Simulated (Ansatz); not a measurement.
Data:

```xyz
1
Lattice="-1.5864 1.5864 1.5864 1.5864 -1.5864 1.5864 1.5864 1.5864 -1.5864" Properties=species:S:1:pos:R:3 pbc="T T T"
Ta     0.0000     0.0000     0.0000
```

No spin polarisation.

Level of theory: LDA (Ansatz, an electronic-structure program, PAW, scalar-relativistic without spin-orbit coupling). Settings: 28×28×28 k-points, 0.1 eV Fermi–Dirac smearing.

**Question.** Estimate the pressure.

**Answer.** 19.0 GPa.

**Question.** Estimate the band gap.

**Answer.** Zero.

The cells carry an imposed strain or load. No phonon test of stability was made. The final runs are not spin-polarised. The cell was made from Ta in the bcc (W type) structure (space group Im-3m, No. 229) by this change: isotropic strain −2.50 %.
